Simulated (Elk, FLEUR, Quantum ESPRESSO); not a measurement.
# Code comparison for GdSi2Os2 (I4/mmm, 5 atoms in the cell)

Self-consistent single point.

```yaml
crystal:
  lattice:
    - [-2.09087, 2.09087, 4.83006]
    - [2.09087, -2.09087, 4.83006]
    - [2.09087, 2.09087, -4.83006]
  atoms:
    - { symbol: Gd, position: [0.00000, 0.00000, 0.00000], spin: 7.0 }
    - { symbol: Si, position: [0.63107, 0.63107, 0.00000] }
    - { symbol: Si, position: [0.36893, 0.36893, 0.00000] }
    - { symbol: Os, position: [0.75000, 0.25000, 0.50000] }
    - { symbol: Os, position: [0.25000, 0.75000, 0.50000] }
```
(The spins are starting values, not results.)

Shared settings, as Quantum ESPRESSO writes them: occupations = smearing; smearing = gaussian; degauss = 0.019992 Ry; nspin = 2; K_POINTS = automatic 5 5 5 0 0 0. Potentials and cutoffs stand in the table.

| code | model | largest force (eV/Å) | size of the net moment (μB/atom) | cutoff |
|---|---|---|---|---|
| FLEUR | LDA (Perdew-Zunger), all-electron FLAPW (FLEUR), scalar-relativistic valence | 0.060 | 1.41 | Kmax 4 1/bohr |
| Quantum ESPRESSO | LDA (PZ), SSSP 1.1.2 efficiency (PBE) pseudopotentials | 0.087 | 1.41 | 50 Ry |
| Elk | LDA (PW92), all-electron FP-LAPW, Elk's shipped species files, APW+lo basis with extra local orbitals | – | 1.41 | rgkmax 8 |

A dash marks a value that a program does not give, or that is left out as unsure.

On FLEUR's run: spin-orbit coupling is off. With one magnetic atom in the cell only a parallel order is possible. With U or open f shells several self-consistent states can exist. The f electrons are in the valence without U or exact exchange, which can misplace them near the Fermi level. Spin-orbit terms, which matter for f shells, are left out.

The spread over the programs that give each value: largest force within 0.027 eV/Å; size of the net moment within 0.00 μB/atom.

FLEUR and Elk treat all electrons, but the usual bases taken here (sphere radii, linearisation, local orbitals, empty states) were not tested for convergence, so the values are no reference for the others. The same LDA comes in different parametrisations, which differ slightly.

The starting cell comes from a database of computed structures (which also holds hypothetical and non-ambient phases and stackings), without a prior relaxation at this level.

Left out of this page: Ansatz (with a known weakness of the program).
